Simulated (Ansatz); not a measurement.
The starting structures come from a database of crystals and need not be the phases stable at ambient conditions.

Tunnelling through a barrier is set by its complex band structure: the current falls as exp(−2κd) with the smallest κ.

Given:

```
BaHfO3
1.0
    4.16957     0.00000     0.00000
    0.00000     4.16957     0.00000
    0.00000     0.00000     4.17038
Ba Hf O
1 1 3
Direct
  0.50000   0.50000   0.99642
  0.00000   0.00000   0.49788
  0.00000   0.50000   0.49889
  0.50000   0.00000   0.49889
  0.00000   0.00000   0.99794
```

Space group of this cell: P4mm. The cell is taken as given; by r2SCAN its mean pressure is 0.9 GPa.

Transport runs along the normal of the first two printed cell vectors, the (001) plane of the conventional cell.

No gap correction and no spin-orbit coupling; mid-gap values are interpolated between computed energies.

**Question.** Predict the band gap and the smallest decay constant κ at mid-gap from r2SCAN (Ansatz, a quantum-chemistry and plane-wave program).

**Answer.** Gap 4.21 eV on a 8×8×8 mesh; κ = 0.302 1/Å, at the zone centre.
